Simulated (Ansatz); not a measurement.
# Element substitutions in hypothetical P6_3/mmc SiS2

The reference is SiS$_{2}$ in the 2H-MoS2 type structure (space group P6_3/mmc, No. 194; a = 3.179 Å, c = 11.316 Å; a hypothetical phase, not in the database extracts checked; layered, stacked along the Cartesian z axis).

Each row replaces one element on all its sites; cell and atoms are relaxed.

The values are results of PBEsol-D3(BJ) (Ansatz, a quantum-chemistry and plane-wave program), without spin-orbit coupling, not measurements.

```tsv
change	c/a ratio	shortest interatomic distance
base	3.559	2.341 Å
S → Se	3.207	2.530 Å
S → Te	3.206	2.780 Å
Si → Ru	3.327	2.345 Å
```

Whether these cells are dynamically stable was not tested. As relaxed here, SiSe2, SiTe2 and RuS2 are hypothetical phases, not in the database extracts checked. The final runs are not spin-polarised. RuS2 has a high density of states at the Fermi level and may be magnetic at this level.
